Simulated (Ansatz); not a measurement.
Results of HSE06 in Ansatz (plane waves, PAW) for KHCO₃ (P2₁/c, No. 14).

Run with plane-wave cutoff 500 eV, 6×4×2 k mesh (along the axes of the cell as run), gaussian smearing 0.02 eV, scalar-relativistic PAW data made under PBE.

Cell (relaxed with r²SCAN):

KCHO3 has the monoclinic space group P2₁/c (No. 14), Pearson symbol mP24. Lattice parameters: a = 3.673 Å, b = 5.621 Å, c = 15.094 Å, α = γ = 90.00°, β = 104.00°. K on 4e is surrounded by 8 O at 2.695–3.008 Å. H on 4e sees 1 O at 1.012 Å. C on 4e sees 2 O at 1.251–1.267 Å and 1 O at 1.354 Å (trigonal planar). O1 on 4e is surrounded by 1 C at 1.251 Å and 1 K at 2.695 Å and 3 K at 2.832–3.008 Å. O2 on 4e has 1 C at 1.267 Å and 2 K at 2.723–2.792 Å (trigonal pyramidal). O3 on 4e is surrounded by 1 H at 1.012 Å and 1 C at 1.354 Å and 2 K at 2.792–2.890 Å. (Neighbours: up to the widest gap in distance over summed covalent radii, below 1.35, at either atom; cation-cation and far metal-metal contacts left out.)

Question: What does this level give for the band gap?

Answer: 
* **band gap**: 7.02 eV (on the SCF k mesh)

Note: the cell comes from a level without a dispersion term, which matters for the spacing of layers, chains or molecules; cell and atoms aren't relaxed at this level (largest force component 0.45 eV/Å, pressure -0.4 GPa).

Static lattice: no zero-point or thermal effects.

Ansatz is a quantum-chemistry and plane-wave program.
